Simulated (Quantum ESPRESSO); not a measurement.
# Several settings converged on CaAl2Zn2 (I4mm, 5 atoms in the cell)

```
Ca(AlZn)2
1.0
   -2.05088     2.05088     5.72521
    2.05088    -2.05088     5.72521
    2.05088     2.05088    -5.72521
Ca Al Zn
1 2 2
Cartesian
  0.00000   0.00000   0.05000
  2.05088   0.00000   2.86260
  0.00000   2.05088   2.86260
  0.00000   0.00000   4.48708
  0.00000   0.00000   6.96334
```

Base method: LDA (PZ), PSlibrary PAW (LDA) pseudopotentials (plane waves; Quantum ESPRESSO 7.5).

Base settings: ecutwfc = 50 Ry; ecutrho = 300 Ry; occupations = smearing; smearing = gauss; degauss = 0.0073499 Ry; K_POINTS = automatic 4 4 4 0 0 0; conv_thr = 1e-10 Ry.

The count of work is k-points × plane waves × bands × iterations; it is no time. 

**The cutoff for other potential files**

Level: DFT, LDA (PZ), plane waves, GBRV 1.5 ultrasoft (LDA) pseudopotentials.

In this ladder: pseudopotentials = {Ca: ca_lda_v1.uspp.F.UPF, Al: al_lda_v1.uspp.F.UPF, Zn: zn_lda_v1.uspp.F.UPF}. Moved along: ecutrho.

The mesh stays at the base's, so the ladder's end is converged at best in this setting alone.

Only quantities that move along the ladder and can be compared are tabulated.

```csv
ecutwfc,free energy less the last step's (meV/atom),pressure (GPa),largest difference of a force vector from the last step's (eV/Å),count of work / last
22 Ry,6329.02,-264.98,0.104,0.10
35 Ry,38.51,-7.42,0.000,0.21
50 Ry,10.93,-4.97,0.000,0.35
75 Ry,3.24,-4.88,0.000,0.65
100 Ry,0.00,-4.77,0.000,1.0
```

Coarsest ecutwfc that holds the forces within 0.02 eV/Å of the last step, with all finer ones: 35 Ry, at 0.21 of the last step's count of work; the step before is off by 0.10 eV/Å.

Coarsest ecutwfc that holds the pressure within 0.5 GPa of the last step, with all finer ones: 50 Ry, at 0.35 of the last step's count of work; the step before is off by 2.7 GPa.

Coarsest ecutwfc that holds the free energy within 5 meV/atom: not settled: the last two steps still differ by 3.2 meV/atom, over half the tolerance, so the ladder does not show it.

At the lowest cutoff the pressure lies 260 GPa under the last step's, the usual sign of Pulay stress in an incomplete plane-wave basis.

**The density cutoff**

The mesh stays at the base's, so the ladder's end is converged at best in this setting alone.

Only quantities that move along the ladder and can be compared are tabulated.

| ecutrho | free energy less the last step's (meV/atom) | pressure (GPa) |
|---|---|---|
| 100 Ry | -2.49 | -5.34 |
| 200 Ry | 0.00 | -5.44 |
| 300 Ry | 0.00 | -5.44 |
| 600 Ry | 0.00 | -5.44 |

Coarsest ecutrho that holds the pressure within 0.05 GPa of the last step, with all finer ones: 200 Ry; the step before is off by 0.11 GPa.

Coarsest ecutrho that holds the free energy within 0.5 meV/atom of the last step, with all finer ones: 200 Ry; the step before is off by 2.5 meV/atom.

On the base run: the starting cell comes from a database of computed structures (which also holds hypothetical and non-ambient phases and stackings), without a prior relaxation at this level. Its lattice was rescaled by up to half a per cent. One atom was moved a little off its site on purpose. In the base run, with a pressure of about -5 GPa the cell is away from its equilibrium volume at this level. Without a gap this mesh is coarse (it stands for a supercell whose shortest vector is 16 Å).
